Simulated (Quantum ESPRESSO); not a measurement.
## How a calculation on P₂W (C2/m, 6 atoms in the cell) responds to its settings

```yaml
crystal:
  lattice:
    - [4.23904, -1.59526, 0.00000]
    - [4.23904, 1.59526, 0.00000]
    - [-3.66434, 0.00000, 6.52271]
  atoms:
    - { symbol: P, position: [0.13822, 0.13822, 0.02500] }
    - { symbol: P, position: [0.86178, 0.86178, 0.97500] }
    - { symbol: P, position: [0.40021, 0.40021, 0.59962] }
    - { symbol: P, position: [0.59979, 0.59979, 0.40038] }
    - { symbol: W, position: [0.84201, 0.84201, 0.29298] }
    - { symbol: W, position: [0.15799, 0.15799, 0.70702] }
```

Base run A: PBEsol, GBRV 1.5 ultrasoft (PBESOL) pseudopotentials (Quantum ESPRESSO), self-consistent single point.

Its settings: ecutwfc = 40 Ry; ecutrho = 320 Ry; occupations = smearing; smearing = fd; degauss = 0.0073499 Ry; potentials = {P: p_pbesol_v1.5.uspp.F.UPF, W: w_pbesol_v1.2.uspp.F.UPF}; K_POINTS = automatic 8 8 3 0 0 0; conv_thr = 1e-10 Ry; mixing_beta = 0.3.

The starting cell comes from a database of computed structures (which also holds hypothetical and non-ambient phases and stackings), without a prior relaxation at this level. Spin polarisation is off. In the base run, with a pressure of about -4 GPa the cell is away from its equilibrium volume at this level.

ΔF is the free energy per atom less that of run A. 

Run A gave: pressure (GPa) -4.43; largest force (eV/Å) 0.169; iterations 14.

Runs:
- B: diagonalization: default → paro
- C: diagonalization: default → rmm-davidson
- D: diagonalization: default → rmm-paro
- E: diago_david_ndim: default → 3
- F: diago_david_ndim: default → 4
- G: diago_full_acc: default → true

**Question.** Which runs reach the base run's state, and which is quickest in iterations?

**Answer.** Runs B, C, D, E, F, G ended on the same solution as A (within 1 meV/atom). The fewest iterations to that state were 11 (B); the most were 17.

```json
[
 {"run": "A", "ΔF (meV/atom)": "0.00", "pressure (GPa)": "-4.43", "largest force (eV/Å)": "0.169", "iterations": "14"},
 {"run": "B", "ΔF (meV/atom)": "0.00", "pressure (GPa)": "-4.43", "largest force (eV/Å)": "0.169", "iterations": "11"},
 {"run": "C", "ΔF (meV/atom)": "0.00", "pressure (GPa)": "-4.43", "largest force (eV/Å)": "0.169", "iterations": "16"},
 {"run": "D", "ΔF (meV/atom)": "0.00", "pressure (GPa)": "-4.43", "largest force (eV/Å)": "0.169", "iterations": "17"},
 {"run": "E", "ΔF (meV/atom)": "0.00", "pressure (GPa)": "-4.43", "largest force (eV/Å)": "0.169", "iterations": "13"},
 {"run": "F", "ΔF (meV/atom)": "0.00", "pressure (GPa)": "-4.43", "largest force (eV/Å)": "0.169", "iterations": "13"},
 {"run": "G", "ΔF (meV/atom)": "0.00", "pressure (GPa)": "-4.43", "largest force (eV/Å)": "0.169", "iterations": "14"}
]
```
